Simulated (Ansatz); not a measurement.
**Pressure series in K2NiF4**

The parent structure is K₂NiF₄ (space group I4/mmm, No. 139; a = 3.9810 Å, c = 12.9436 Å; ferromagnetic).

Cell and atoms are relaxed at each pressure.

Calculations: r2SCAN+rVV10 in Ansatz (plane waves to 500 eV, PAW, scalar-relativistic without spin-orbit coupling).

Candidates:
(a) pressure 10 GPa
(b) pressure 5 GPa
(c) pressure 3 GPa
(d) pressure 1.5 GPa
(e) pressure 7.5 GPa

Base values:

The band gap is 2.51 eV.

Task: Order them by band gap, lowest first.

Result: (a) pressure 10 GPa (2.18 eV), (e) pressure 7.5 GPa (2.25 eV), (b) pressure 5 GPa (2.33 eV), (c) pressure 3 GPa (2.40 eV), (d) pressure 1.5 GPa (2.45 eV)

Load acts through the strain it causes; cell and atoms are relaxed under it. Stability against distortions was not tested. Competing high-pressure phases were not computed. No Hubbard U is applied and the magnetic state is the run's own (K2NiF4 ferromagnetic); small cells can't hold the antiferromagnetic order that many such compounds have, so gaps and moments can be off. A gap here joins edges of opposite spin (a spin-flip gap).

Ansatz is a first-principles code.
